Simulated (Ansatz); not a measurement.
# Band gap of LiH (model structure, started from the NiAs type, P6₃/mmc, No. 194, 4 atoms in the cell) at several levels of theory

No measured value is used here.

```tsv
level (code)	value (eV)
LDA (Ansatz)	4.03 (indirect)
PBEsol (Ansatz)	4.12 (indirect)
r²SCAN (Ansatz)	4.96 (indirect)
PBE0 (Ansatz)	6.09 (indirect)
r²SCAN0 (Ansatz)	6.52 (indirect)
```

Computed values are for a static lattice.  Values are at the PBEsol cell. Cutoffs and k meshes differ between the levels. Ansatz's density-functional and Hartree–Fock values are scalar-relativistic unless marked +SOC, with PAW data made under PBE.

A model structure was made by putting elements into a prototype or built by hand; it is no filed structure, need not be a known phase, and can be a saddle point held by its symmetry.

Ansatz is a first-principles code.
